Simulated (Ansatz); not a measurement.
An ideal cubic perovskite cell is held by its symmetry; such compounds can tilt or shift off centre at room temperature. The starting structures come from a database of crystals and need not be the phases stable at ambient conditions.

 Where the default PAW files enter, the runs use the earlier of Ansatz's two default sets.

Crystal: CsPbF$_{3}$ (Pm-3m, cubic perovskite, not sure to be the ambient phase, 5 atoms a cell, 22.6 Å³ an atom); planes in its conventional cell.

These are PBEsol (plane waves, PAW; Ansatz, an electronic-structure program) values and carry that method's errors.

The gap is the functional's own. No spin-orbit coupling. Mid-gap values are interpolated on the energy grid.

```tsv
plane	area of the cell (Å²)	mid-gap κ (1/Å)	largest κ in the gap (1/Å)
(110)	33.0	0.23	0.23
(111)	40.4	0.23	0.23
(001)	23.3	?	?
```

Task: The slowest decay depends on the direction. Supply the withheld values.

Result: 
- (001), mid-gap κ (1/Å): 0.20
- (001), largest κ in the gap (1/Å): 0.20
